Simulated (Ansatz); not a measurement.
# Response to strain in hypothetical cubic perovskite ZrSnO3

Base system: ZrSnO₃ in the cubic perovskite structure (space group Pm-3m, No. 221; a hypothetical phase, not in the database extracts checked).

```
CELL_PARAMETERS angstrom
      4.12871     0.00000     0.00000
      0.00000     4.12871     0.00000
      0.00000     0.00000     4.12871
ATOMIC_POSITIONS crystal
  Sn 0.00000 0.00000 0.00000
  Zr 0.50000 0.50000 0.50000
  O  0.00000 0.50000 0.50000
  O  0.50000 0.50000 0.00000
  O  0.50000 0.00000 0.50000
```

Cartesian axes are those of the cell as printed.

Strains are applied to the cell and any free atomic positions relax; under biaxial strain the out-of-plane vector relaxes too.

Levels (all Ansatz, a first-principles code, PAW): PBEsol (420 eV, scalar-relativistic without spin-orbit coupling); r2SCAN (500 eV, scalar-relativistic without spin-orbit coupling); HSE06 (420 eV, no SOC).

Band gaps by level, all at the geometries relaxed with PBEsol:

```csv
case,PBEsol,r2SCAN,HSE06
base,1.69 eV,2.11 eV,2.66 eV
"biaxial strain −3.32 %, plane normal [001], relaxed out of plane",1.45 eV,1.86 eV,2.37 eV
isotropic strain −4.76 %,1.56 eV,___,___
isotropic strain +1.79 %,1.71 eV,2.12 eV,2.70 eV
tensor shear ε_xy = −0.96 %,1.67 eV,___,___
```

Problem. Some entries are withheld; estimate them.

Solution. 
- isotropic strain −4.76 %, r2SCAN: 1.98 eV
- isotropic strain −4.76 %, HSE06: 2.46 eV
- tensor shear ε_xy = −0.96 %, r2SCAN: 2.09 eV
- tensor shear ε_xy = −0.96 %, HSE06: 2.64 eV

Single points use the geometry relaxed with PBEsol. HSE06 gaps are upper bounds (no full band path). Stability against distortions was not tested. Many cubic perovskites are stable only at high temperature; tilts and polar distortions were not tested.
